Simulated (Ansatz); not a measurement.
The parent structure is Mg₃Sb₂ (space group P-3m1, No. 164; a = 4.5685 Å, c = 7.2499 Å). Axes: x lies along a and z along c of the hexagonal cell.

Method: r2SCAN, PAW, 500 eV (Ansatz, a first-principles code; spin-orbit coupling left out), earlier PAW set.

Strains are applied to the cell and any free atomic positions relax; under biaxial strain the out-of-plane vector relaxes too.

One change was made to it. Results:

The shortest interatomic distance rises by 7.94 pm, from 282.0 pm to 290.0 pm; the band gap falls by 0.37 eV (0.61 eV → 0.24 eV); the gap character changes from indirect, Γ → K to indirect, Γ → k = (0, 0.417, -0.286) in the run's primitive reciprocal basis; the smallest direct gap decreases by 0.83 eV to 0.95 eV.

**Question.** Name the change that was made.
A. biaxial strain +1.88 %, plane normal [001], relaxed out of plane
B. isotropic strain +5.68 %
C. biaxial strain +4.31 %, plane normal [001], relaxed out of plane

**Answer.** C, biaxial strain +4.31 %, plane normal [001], relaxed out of plane. For comparison, the band gap in the other runs: isotropic strain +5.68 % gives 0.46 eV; biaxial strain +1.88 %, plane normal [001], relaxed out of plane gives 0.45 eV.

Spin-orbit coupling, missing from the scalar runs, can matter with Sb. Whether these cells are dynamically stable was not tested. A zero or small gap of Mg3Sb2 under biaxial strain +4.31 %, plane normal [001], relaxed out of plane can be the functional's error rather than a property of the material.
